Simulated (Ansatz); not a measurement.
Ge (diamond, Fd-3m); conventional cell a = 5.391 Å, b = 5.391 Å, c = 5.391 Å, α = 90.00°, β = 90.00°, γ = 90.00°.

At this level the gap is small or closed, and a narrow smearing was used. The pressure is 15 GPa. The structure is held there; whether it is the stable one at that pressure was not tested.

Q: By how much do the lattice constants and the volume change from 300 K to 950 K (the quasi-harmonic free energy, DFT at the PBEsol level (Ansatz, a quantum-chemistry and plane-wave program)), and how far does the bulk modulus soften?

A: a by 0.05 %, the volume by 0.15 %; B_T goes from 126 to 114 GPa. No phase change or melting is allowed for: the numbers belong to this structure as given.
